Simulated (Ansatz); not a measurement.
## PBE against r2SCAN: BaTiO3, Ti → Zr

The reference is BaTiO$_{3}$ in the cubic perovskite structure (space group Pm-3m, No. 221; a = 4.019 Å).

(Cell as relaxed with PBE.)

Levels (all Ansatz, a program for electronic structure, PAW): PBE (420 eV, scalar-relativistic without spin-orbit coupling); r2SCAN (500 eV, no spin-orbit coupling).

Each level relaxes its own structure.

| base | PBE | r2SCAN |
|---|---|---|
| volume per atom | 12.99 Å³ | 12.74 Å³ |
| lattice parameter a | 4.019 Å | 3.994 Å |
| band gap | 1.78 eV | 2.17 eV |

Modification: Zr takes the place of Ti on all its sites, then cell and atoms are relaxed.

```tsv
quantity	PBE	r2SCAN
shift of the gap caused by the change	+1.40 eV	+1.56 eV
electron mass (degenerate bands, along [100])	0.36, 0.36, 2.8 mₑ (at Γ)	0.36, 0.36, 2.8 mₑ (at Γ)
band gap	3.18 eV	3.73 eV
lattice parameter a	4.227 Å	4.205 Å
```

PBE's shift of the gap caused by the change lies 0.16 eV below r2SCAN's; PBE's band gap lies 0.55 eV below r2SCAN's; PBE's lattice parameter a lies 0.022 Å above r2SCAN's (0.5 %); the two agree on the electron mass. Neither level is exact; r2SCAN is the comparison here, not a measurement.

Masses are band curvatures over ±0.01 Å⁻¹ around the edge. No phonon test of stability was made. The final runs are not spin-polarised. Many cubic perovskites are stable only at high temperature; tilts and polar distortions were not tested. This is not the structure that BaTiO3 has at room temperature and ambient pressure.
